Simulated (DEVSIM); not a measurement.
Structure: abrupt Si p-n junction, at 300 K.

```tsv
layer (left to right)	material	thickness (μm)	Nd (cm⁻³)	Na (cm⁻³)	τn (s)	τp (s)
1	Si	0.500	-	1.4e15	1.4e-7	1.4e-7
2	Si	18.0	2.9e15	-	1.4e-7	1.4e-7
```

Left contact: ohmic. Right contact: ohmic. Voltage is applied to the left contact. Recombination: SRH at mid-gap, Auger. Mobility is μmin + (μ − μmin)/(1 + (N/Nref)^α).

This is a model device: material constants are rounded textbook-type values typed into the input, and sizes, dopings and lifetimes were drawn at random. Values at 300 K.

| parameter | Si |
|---|---|
| gap (eV) | 1.124 |
| affinity (eV) | 4.05 |
| permittivity | 11.7 |
| Nc (cm⁻³) | 2.86e19 |
| Nv (cm⁻³) | 3.1e19 |
| μn (cm²/Vs) | 1417 |
| μp (cm²/Vs) | 470 |
| μn,min | 52 |
| μp,min | 45 |
| Nref,n | 9.7e16 |
| Nref,p | 2.2e17 |
| αn | 0.68 |
| αp | 0.72 |
| Cn (cm⁶/s) | 2.8e-31 |
| Cp (cm⁶/s) | 9.9e-32 |

DEVSIM, 1D drift-diffusion, Boltzmann statistics, complete ionisation; no tunnelling, impact ionisation, image-force lowering or self-heating.

Question: Tabulate band edges, carrier densities and field at -10.0 V on the left contact.

Answer: Energies count from the Fermi level of the right contact; mesh points crowd at the junctions.

```
x (μm)   Ec (eV)  Ev (eV)  n (cm⁻³)  p (cm⁻³)  field (V/cm)
-------  -------  -------  --------  --------  ------------
0.000     10.865    9.741     83000    1.4e15        -68000
0.02507   10.694    9.570     82000    1.9e12        -69000
0.07745   10.332    9.208     83000   1700000        -70000
0.1753     9.639    8.515     84000    200000        -72000
0.3674     8.220    7.096     87000    170000        -76000
0.4446     7.627    6.503     88000    160000        -78000
0.4859     7.304    6.180     88000    150000        -79000
0.5152     7.074    5.950     93000    150000        -78000
0.5576     6.746    5.622     97000    150000        -76000
0.6529     6.040    4.916    110000    150000        -72000
0.8441     4.745    3.621    130000    140000        -63000
1.454      1.712    0.588    290000    110000        -36000
2.511      0.238   -0.886    2.8e15       940           -98
4.887      0.238   -0.886    2.9e15      8900           ≈ 0
11.46      0.238   -0.886    2.9e15     26000           ≈ 0
15.13      0.238   -0.886    2.9e15     34000           ≈ 0
16.96      0.238   -0.886    2.9e15     37000           ≈ 0
17.77      0.238   -0.886    2.9e15     39000           ≈ 0
18.24      0.238   -0.886    2.9e15     40000           ≈ 0
18.39      0.238   -0.886    2.9e15     40000           ≈ 0
18.46      0.238   -0.886    2.9e15     40000           ≈ 0
18.50      0.238   -0.886    2.9e15     40000           ≈ 0
```
